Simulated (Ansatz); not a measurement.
**CdS, pressure series**

Base system: CdS in the zinc blende structure (space group F-43m, No. 216; a = 5.7566 Å).

Cell and atoms are relaxed at each pressure.

Level of theory: Ansatz (a first-principles code), LDA, PAW, cutoff 420 eV, no spin-orbit coupling.

Candidates:
(a) pressure 2.1 GPa
(b) pressure 4.5 GPa
(c) pressure 15 GPa
(d) pressure 9 GPa
(e) pressure −2 GPa

Base values:

Band gap: 0.95 eV

Task: Order them by band gap, highest first.

Result: (c) pressure 15 GPa (1.24 eV), (d) pressure 9 GPa (1.15 eV), (b) pressure 4.5 GPa (1.06 eV), (a) pressure 2.1 GPa (1.01 eV), (e) pressure −2 GPa (0.88 eV)

Load acts through the strain it causes; cell and atoms are relaxed under it. Whether these cells are dynamically stable was not tested. Tetrahedral semiconductors of this kind turn to denser phases somewhere between about 1 and 50 GPa; those were not computed, so compressed cells here can lie past the real transition.
